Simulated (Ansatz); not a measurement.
The starting structures come from a database of crystals and need not be the phases stable at ambient conditions.

 Where the default PAW files enter, the runs use the earlier of Ansatz's two default sets.

Inside the gap of an insulator the Bloch states are evanescent, with a wavenumber k + iκ along the transport direction.

Here is the system:

```xyz
9
Lattice="3.6566 0.0000 -0.1909 0.0000 8.4692 0.0000 0.8319 4.2346 3.5766" Properties=species:S:1:pos:R:3 pbc="T T T"
Mg     0.0000     0.0000     0.0000
H      1.2763     6.8550     2.9263
H      3.2122     5.8488     0.4594
H      3.2122     2.6204     0.4594
H      1.2763    10.0834     2.9263
Cl     2.5168     4.2346     1.7318
Cl     1.9718     8.4692     1.6540
O      0.0000     2.0306     0.0000
O      0.0000     6.4386     0.0000
```

Space group of this cell: C2/m. The cell was relaxed by PBE-D3(BJ); by r2SCAN its mean pressure is -0.7 GPa.

Transport runs along the normal of the first two printed cell vectors.

The gap is the functional's own. No spin-orbit coupling. Mid-gap values are interpolated on the energy grid.

Question: State the band gap and the smallest decay constant κ at mid-gap according to r2SCAN run with Ansatz (an electronic-structure program).

Answer: Gap 6.20 eV on a 8×8×8 mesh; κ = 0.402 1/Å, at the zone centre.
